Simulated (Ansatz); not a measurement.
**A computed series for CdSe: pressure series**

Base system: CdSe in the zinc blende structure (space group F-43m, No. 216; a = 6.133 Å).

Cell and atoms are relaxed at each pressure.

Levels (all Ansatz, a quantum-chemistry and plane-wave program, PAW): r2SCAN (500 eV, without spin-orbit coupling); HSE06 (420 eV, no spin-orbit coupling).

Band gaps by level, all at the geometries relaxed with r2SCAN:

```tsv
case	r2SCAN	HSE06
base	1.04 eV	1.49 eV
pressure −1 GPa	0.99 eV	1.44 eV
pressure 0.9 GPa	1.08 eV	1.53 eV
pressure 4.5 GPa	1.20 eV	1.66 eV
pressure 9 GPa	1.32 eV	1.79 eV
pressure 15 GPa	1.44 eV	1.92 eV
pressure 22.5 GPa	1.55 eV	2.03 eV
pressure 30 GPa	1.64 eV	2.12 eV
```

Single points use the geometry relaxed with r2SCAN. Load acts through the strain it causes; cell and atoms are relaxed under it. No phonon test of stability was made. Tetrahedral semiconductors of this kind turn to denser phases somewhere between about 1 and 50 GPa; those were not computed, so compressed cells here can lie past the real transition.
